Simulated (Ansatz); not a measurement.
Response to strain in SnO2

The parent structure is SnO₂ in the rutile structure (space group P4_2/mnm, No. 136; a = 4.769 Å, c = 3.212 Å).

Strains are applied to the cell and any free atomic positions relax.

Method: PBEsol in Ansatz (plane waves to 420 eV, PAW, no SOC).

Base values:

```
Property   Result
--------  -------
Band gap  0.92 eV
```

Task: The aim is a band gap between 1.50 eV and 1.59 eV. Which of these changes reaches it?
A) isotropic strain −3.00 %
B) isotropic strain −2.40 %
C) isotropic strain −0.60 %
D) isotropic strain −1.80 %
E) isotropic strain −1.20 %

Result: D, isotropic strain −1.80 %. It gives 1.53 eV; isotropic strain −1.20 % gives 1.32 eV; isotropic strain −3.00 % gives 1.97 eV; isotropic strain −0.60 % gives 1.12 eV; isotropic strain −2.40 % gives 1.75 eV. Changes not listed may reach it too

Whether these cells are dynamically stable was not tested.

Ansatz is an electronic-structure program.
